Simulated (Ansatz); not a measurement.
Layers are cut from database crystals; whether they can be made is not shown.

System: single layer of Te$_{2}$Pt (symmetry P-3m1 as a slab, 3 atoms a cell), relaxed.

Data:

```xyz
3
Lattice="4.0245 0.0000 0.0000 2.0122 3.4853 0.0000 0.0000 0.0000 22.7300" Properties=species:S:1:pos:R:3 pbc="T T T"
Te     0.0000     0.0000    12.7555
Pt     4.0245     2.3235    11.3650
Te     2.0122     1.1618     9.9745
```

Tersoff–Hamann model: the current follows the density of the states in the bias window at the tip's centre.

Mesh 18×18×1, no spin-orbit coupling, no spin polarisation; biases count from the run's Fermi level.

Task: Give the constant-current image of the upper face at a sample bias of +1.4 V from a Fermi level inside the gap (empty states up to 1.0 eV over the conduction edge) over one cell, by PBE, Tersoff-Hamann images (Ansatz, an electronic-structure program). The set point is the mean density 3.5 Å over the top atom.

Result: Corrugation 0.33 Å, highest over Te1 and the sites alike, lowest over no upper atom, but over the buried Te3. Tip height over the top atom in Å, x and y in fractions of the first two vectors:

```
|999876542222456789|
|999887543222345788|
|888877543222234577|
|777776543211123456|
|666666543211112345|
|455555443211111234|
|334444332221111222|
|222222222222111222|
|211111111222222222|
|211100011122333332|
|321100001123444444|
|432100000123455555|
|654210000124566776|
|765421000124567787|
|876542111124567888|
|987654211124567899|
|998765321123567899|
|999876432223467899|
```
Scale: ten equal steps from 3.34 (start of '0') to 3.67 (end of '9'), in the order '0123456789'; x runs from 0.000 to 0.944, y from 0.000 (bottom) to 0.944 (top).
